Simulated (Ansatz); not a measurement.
## Ni2Ge under load (space group P6_3/mmc): band-structure transport figures

Data:

```
CELL_PARAMETERS angstrom
      3.96104     0.00000     0.00000
     -1.98052     3.43036     0.00000
      0.00000     0.00000     4.99332
ATOMIC_POSITIONS crystal
  Ni 0.66667 0.33333 0.25000
  Ni 0.33333 0.66667 0.75000
  Ni 0.00000 0.00000 0.00000
  Ni 0.00000 0.00000 0.50000
  Ge 0.66667 0.33333 0.75000
  Ge 0.33333 0.66667 0.25000
```

Computed with PBEsol, rigid bands (plane waves, PAW, scalar-relativistic; Ansatz, a quantum-chemistry and plane-wave program). Condition of this run: hydrostatic pressure 2 GPa (the target of the relaxation). Geometry: cell and atoms relaxed with PBEsol, then loaded as said.

```json
{
 "density of states at the Fermi level": "3.81 states/(eV·cell), both spins",
 "bare Sommerfeld coefficient": "1.50 mJ/(mol of atoms·K²)",
 "drude_plasma_energy": "5.8 (x), 5.8 (y), 4.2 (z) eV",
 "root-mean-square Fermi velocity": "4.4e5 m/s",
 "resistivity times τ": "14.3 (x), 14.3 (y), 28 (z) ×10⁻²² Ω·m·s"
}
```

A metal at this level (no band gap); rigid bands, thermally averaged at 300 K, both spins. Spin-orbit coupling is left out. τ is one relaxation time for all states.

Computed structure with no diffraction record at hand here (it may be known, metastable or hypothetical): Ni2Ge under load (space group P6_3/mmc). Treated as nonmagnetic (a ferromagnetic start lost its moment, other orders weren't tried): Ni2Ge under load (space group P6_3/mmc).
